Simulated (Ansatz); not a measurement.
Base system: TlBr in the zinc blende structure (space group F-43m, No. 216; a = 7.311 Å; a hypothetical phase, not in the database extracts checked).

The change: full substitution Tl → B; the structure is relaxed again.

Levels (all Ansatz, a program for electronic structure, PAW, earlier PAW set): PBEsol (420 eV, no spin-orbit coupling); HSE06 (420 eV, without spin-orbit coupling); PBEsol+SOC (420 eV, noncollinear with spin-orbit coupling); HSE06+SOC (420 eV, noncollinear with spin-orbit coupling).

One geometry, relaxed with PBEsol, under each level:

| level | band gap | lowest conduction level above the VBM at special points | hole mass | pressure |
|---|---|---|---|---|
| PBEsol | 0.43 eV | X 0.43 eV; Γ 1.33 eV; U 1.45 eV | 0.55 mₑ (at W) | -0.1 kbar |
| HSE06 | 1.30 eV | X 1.30 eV; Γ 2.24 eV; U 2.33 eV | – | – |
| PBEsol+SOC | 0.30 eV | X 0.30 eV; Γ 1.18 eV; U 1.29 eV; K 1.29 eV | 0.50 mₑ (at W) | 0.0 kbar |
| HSE06+SOC | 1.15 eV | X 1.15 eV; Γ 2.05 eV; U 2.15 eV | – | – |

Single points use the geometry relaxed with PBEsol. HSE06 gaps are upper bounds (no full band path). The spin-orbit shifts are approximate. Masses are band curvatures over ±0.01 Å⁻¹ around the edge. Stability against distortions was not tested. As relaxed here, BBr is a hypothetical phase, not in the database extracts checked.
